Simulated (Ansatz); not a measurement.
The starting structures come from a database of crystals and need not be the phases stable at ambient conditions.

Consider the following.

```yaml
crystal:
  lattice:
    - [6.85902, 0.00000, 0.01052]
    - [0.00000, 7.38179, 0.00000]
    - [0.34419, 0.00000, 4.95662]
  atoms:
    - { symbol: Ta, position: [0.21747, 0.25000, 0.46598] }
    - { symbol: Ta, position: [0.78253, 0.75000, 0.53402] }
    - { symbol: Pb, position: [0.32002, 0.75000, 0.98937] }
    - { symbol: Pb, position: [0.67998, 0.25000, 0.01063] }
    - { symbol: F, position: [0.05048, 0.75000, 0.35441] }
    - { symbol: F, position: [0.94952, 0.25000, 0.64559] }
    - { symbol: F, position: [0.78776, 0.52996, 0.32793] }
    - { symbol: F, position: [0.21224, 0.47004, 0.67207] }
    - { symbol: F, position: [0.21224, 0.02996, 0.67207] }
    - { symbol: F, position: [0.78776, 0.97004, 0.32793] }
    - { symbol: F, position: [0.36017, 0.42193, 0.19701] }
    - { symbol: F, position: [0.63983, 0.57807, 0.80299] }
    - { symbol: F, position: [0.63983, 0.92193, 0.80299] }
    - { symbol: F, position: [0.36017, 0.07807, 0.19701] }
    - { symbol: F, position: [0.48954, 0.25000, 0.59270] }
    - { symbol: F, position: [0.51046, 0.75000, 0.40730] }
    - { symbol: F, position: [0.94965, 0.75000, 0.82973] }
    - { symbol: F, position: [0.05035, 0.25000, 0.17027] }
```

Space group of this cell: P2_1/m. The cell was relaxed by PBE-D3(BJ); by r2SCAN its mean pressure is -3.2 GPa.

Transport runs along the normal of the first two printed cell vectors.

The gap is the functional's own, uncorrected, and κ follows it; spin-orbit coupling is left out. Mid-gap values are interpolated between the computed energies.

Question: Estimate the band gap and the smallest decay constant κ at mid-gap that r2SCAN (Ansatz, an electronic-structure program) returns for this system.

Answer: Gap 5.64 eV on a 6×4×6 mesh; κ = 0.624 1/Å, at (0.333, 0.000) of the in-plane reciprocal vectors. At the zone centre, at the nearest computed energy, the slowest state has κ = 0.63 1/Å.
